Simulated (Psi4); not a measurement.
Psi4 1.11, unrestricted PBE/def2-svpd: tert-butyl chloride cation (CC(C)(C)Cl), charge +1, multiplicity 2, 14 atoms. The geometry is a generated start, not checked to be a minimum at this level.

```
Quantity                                             Value
--------------------------  ------------------------------
task                                                energy
method                                                 pbe
basis                                            def2-svpd
memory                                                3 GB
maxiter                                                100
keys of the molecule block                     symmetry c1
scf_type                                      df (default)
guess                       auto, which took SAD (default)
scf_initial_accelerator                    adiis (default)
e_convergence                              1e-06 (default)
d_convergence                              1e-06 (default)
dft_radial_points                             75 (default)
dft_spherical_points                         302 (default)
basis functions                                        179
grid points                                         297957
```

```xyz
14

C     -0.2869     1.4284    -0.0095
C      0.0295    -0.0199     0.3352
C      1.3583    -0.4578    -0.2662
C     -1.1022    -0.9489    -0.0801
Cl     0.1869    -0.1272     2.1326
H     -0.4020     1.5306    -1.0870
H     -1.2096     1.7440     0.4719
H      0.5159     2.0846     0.3189
H      2.1642     0.1894     0.0724
H      1.5913    -1.4797     0.0229
H      1.3019    -0.4066    -1.3519
H     -1.2151    -0.9281    -1.1622
H     -2.0399    -0.6379     0.3752
H     -0.8925    -1.9710     0.2278
```

Charge 1 and multiplicity 2 are set for this test and not shown to be the ground state.

One run each on 2 threads. Values of diis_max_vecs tried: 3, 6, 10 (default), 20.

Question: Which value of diis_max_vecs needs the fewest SCF iterations, and what happens away from it?

Answer: Fewest SCF iterations: 20 with 23. The count rises to 62 at 6. The run ends without SCF convergence in 100 iterations at 3.

```json
[
 {"diis_max_vecs": "3", "SCF iterations": "100", "end": "no convergence"},
 {"diis_max_vecs": "6", "SCF iterations": "62", "end": "same solution"},
 {"diis_max_vecs": "10 (default)", "SCF iterations": "28", "end": "same solution"},
 {"diis_max_vecs": "20", "SCF iterations": "23", "end": "same solution"}
]
```
